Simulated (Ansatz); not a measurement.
Pressure series in BN

Consider BN in the zinc blende structure (space group F-43m, No. 216).

BN is taken in the cubic space group F-43m (No. 216), the zinc blende structure, Pearson symbol cF8. Conventional cell: a = b = c = 3.610 Å, α = β = γ = 90.00°. B on 4a sees 4 N at 1.563 Å (tetrahedral). N on 4d is surrounded by 4 B at 1.563 Å (tetrahedral). (Neighbours: up to the widest gap in distance over summed covalent radii, below 1.35, at either atom.)
(The calculation used a cell of 2 atoms; values per cell refer to that cell.)

Cell and atoms are relaxed at each pressure.

Level of theory: r2SCAN, PAW, 500 eV (Ansatz, a first-principles code; spin-orbit coupling left out).

Notes on the quantities. hole mass: degenerate bands, along [100].

| case | lattice parameter a | hole mass | band gap |
|---|---|---|---|
| base | 3.610 Å | 0.48, 0.51, 0.51 mₑ (at Γ) | 5.00 eV |
| pressure −2 GPa | 3.616 Å | 0.48, 0.52, 0.52 mₑ (at Γ) | 5.00 eV |
| pressure −1 GPa | 3.613 Å | 0.48, 0.52, 0.52 mₑ (at Γ) | 5.00 eV |
| pressure 0.9 GPa | 3.607 Å | 0.48, 0.51, 0.51 mₑ (at Γ) | 5.01 eV |
| pressure 2.1 GPa | 3.603 Å | 0.48, 0.51, 0.51 mₑ (at Γ) | 5.01 eV |
| pressure 4.5 GPa | 3.596 Å | 0.48, 0.50, 0.50 mₑ (at Γ) | 5.02 eV |
| pressure 9 GPa | 3.583 Å | 0.49, 0.51, 0.51 mₑ (at Γ) | 5.03 eV |
| pressure 15 GPa | 3.567 Å | 0.50 mₑ (at Γ) | 5.05 eV |
| pressure 22.5 GPa | 3.547 Å | 0.50 mₑ (at Γ) | 5.07 eV |
| pressure 30 GPa | 3.529 Å | 0.50 mₑ (at Γ) | 5.09 eV |

Load acts through the strain it causes; cell and atoms are relaxed under it. Masses are band curvatures over ±0.01 Å⁻¹ around the edge. No phonon test of stability was made. No other phases were tried under pressure.
